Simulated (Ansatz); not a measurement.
The starting structures come from a database of crystals and need not be the phases stable at ambient conditions.

Data:

```yaml
crystal:
  lattice:
    - [7.06275, 0.00000, 0.00000]
    - [0.00000, 9.98824, 0.00000]
    - [3.53138, 4.99412, 3.53138]
  atoms:
    - { symbol: Sn, position: [0.00000, 0.00000, 0.00000] }
    - { symbol: H, position: [0.38062, 0.30969, 0.00000] }
    - { symbol: H, position: [0.61938, 0.69031, 0.00000] }
    - { symbol: H, position: [0.61938, 0.92907, 0.76124] }
    - { symbol: H, position: [0.38062, 0.07093, 0.23876] }
    - { symbol: H, position: [0.61938, 0.30969, 0.00000] }
    - { symbol: H, position: [0.38062, 0.69031, 0.00000] }
    - { symbol: H, position: [0.38062, 0.69031, 0.23876] }
    - { symbol: H, position: [0.61938, 0.30969, 0.76124] }
    - { symbol: N, position: [0.50000, 0.25000, 0.00000] }
    - { symbol: N, position: [0.50000, 0.75000, 0.00000] }
    - { symbol: Cl, position: [0.50693, 0.75346, 0.49307] }
    - { symbol: Cl, position: [0.49307, 0.24654, 0.50693] }
    - { symbol: Cl, position: [0.00000, 0.24654, 0.50693] }
    - { symbol: Cl, position: [0.00000, 0.75346, 0.49307] }
    - { symbol: Cl, position: [0.00000, 0.75346, 0.00000] }
    - { symbol: Cl, position: [0.00000, 0.24654, 0.00000] }
```

Space group of this cell: Fm-3m. The cell was relaxed by PBE-D3(BJ); by r2SCAN its mean pressure is -0.8 GPa.

Transport runs along the normal of the first two printed cell vectors, the (110) plane of the conventional cell.

The gap is the functional's own, uncorrected, and κ follows it; spin-orbit coupling is left out. Mid-gap values are interpolated between the computed energies.

Predict the band gap and the smallest decay constant κ at mid-gap from r2SCAN (Ansatz, a quantum-chemistry and plane-wave program).

Gap 2.67 eV on a 8×8×8 mesh; κ = 0.281 1/Å, at the zone centre.
